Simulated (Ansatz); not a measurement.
Band structure of ScGe2 (Cmcm, 6 atoms in the cell).

```yaml
crystal:
  lattice:
    - [1.92894, -7.54614, 0.00000]
    - [1.92894, 7.54614, 0.00000]
    - [0.00000, 0.00000, 3.79182]
  atoms:
    - { symbol: Sc, position: [0.89685, 0.10315, 0.75000] }
    - { symbol: Sc, position: [0.10315, 0.89685, 0.25000] }
    - { symbol: Ge, position: [0.55544, 0.44456, 0.75000] }
    - { symbol: Ge, position: [0.44456, 0.55544, 0.25000] }
    - { symbol: Ge, position: [0.25212, 0.74788, 0.75000] }
    - { symbol: Ge, position: [0.74788, 0.25212, 0.25000] }
```

Method: LDA (PW92), PAW files made with PBE (plane waves; Ansatz, a first-principles code).

Settings: basis.ecutwfc = 420 eV; kpoints.mp_grid.grid = 4 4 4; hamiltonian.xc = lda; hamiltonian.pseudopotentials = {kind: paw} (the program's default PAW files); scf.occupations.method = gaussian; scf.occupations.width = 0.136 eV; kpoints.band_path.npoints = 8.

The starting cell comes from a database of computed structures (which also holds hypothetical and non-ambient phases and stackings), without a prior relaxation at this level.

Levels in eV from the Fermi level, bands 36 to 43:
```json
[
 {"point": "Γ", "36": "-1.39", "37": "-1.37", "38": "-1.15", "39": "-0.50", "40": "0.66", "41": "2.20", "42": "2.40", "43": "2.41"},
 {"point": "X", "36": "-1.83", "37": "-0.16", "38": "-0.06", "39": "0.70", "40": "0.85", "41": "1.16", "42": "1.68", "43": "1.72"},
 {"point": "S", "36": "-1.24", "37": "-0.70", "38": "0.03", "39": "0.80", "40": "0.83", "41": "1.04", "42": "1.40", "43": "1.71"},
 {"point": "R", "36": "-2.69", "37": "-2.27", "38": "-2.27", "39": "-1.08", "40": "-1.08", "41": "2.87", "42": "2.87", "43": "3.07"},
 {"point": "A", "36": "-2.52", "37": "-2.40", "38": "-2.40", "39": "-1.06", "40": "-1.06", "41": "2.83", "42": "2.83", "43": "3.03"},
 {"point": "Z", "36": "-0.94", "37": "-0.19", "38": "-0.19", "39": "0.99", "40": "0.99", "41": "1.21", "42": "1.21", "43": "2.41"},
 {"point": "Y", "36": "-1.39", "37": "-1.12", "38": "-0.74", "39": "-0.06", "40": "0.92", "41": "2.10", "42": "2.17", "43": "2.30"},
 {"point": "X1", "36": "-1.83", "37": "-0.16", "38": "-0.06", "39": "0.70", "40": "0.85", "41": "1.16", "42": "1.68", "43": "1.72"},
 {"point": "A1", "36": "-2.52", "37": "-2.40", "38": "-2.40", "39": "-1.06", "40": "-1.06", "41": "2.83", "42": "2.83", "43": "3.03"},
 {"point": "T", "36": "-1.88", "37": "-0.76", "38": "-0.76", "39": "0.41", "40": "0.41", "41": "0.97", "42": "0.97", "43": "2.81"}
]
```

Bands cross the Fermi level along this path, so the cell is metallic at this level.

Keys are those of Ansatz 0.2.
